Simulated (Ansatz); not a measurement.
## A computed series for ZrB2: response to strain

Take ZrB$_{2}$ (space group P6/mmm, No. 191; a = 3.155 Å, c = 3.506 Å; relaxed with 0.1 eV smearing) as the base. Axes: x lies along a and z along c of the hexagonal cell.

Strains are applied to the cell and any free atomic positions relax; under biaxial strain the out-of-plane vector relaxes too.

The values are results of PBEsol (Ansatz, an electronic-structure program), no spin-orbit coupling, not measurements.

```csv
"biaxial strain, plane normal [001], relaxed out of plane (%)",out-of-plane strain (%)
-3,1.78
-2.5,1.47
-2,?
-1.5,0.87
-1,0.57
-0.5,0.28
0,0.00
```

Problem. Fit ε⊥ = −νε + γε² (strains in %) to the rows shown and predict the withheld row.

Solution. Least squares on the printed values gives ν = 0.56 (the biaxial Poisson response) and γ = 0.011 (largest residual 0.00 %); this predicts 1.17 %, and the run gives 1.16 %, in agreement.

No phonon test of stability was made. The final runs are not spin-polarised.
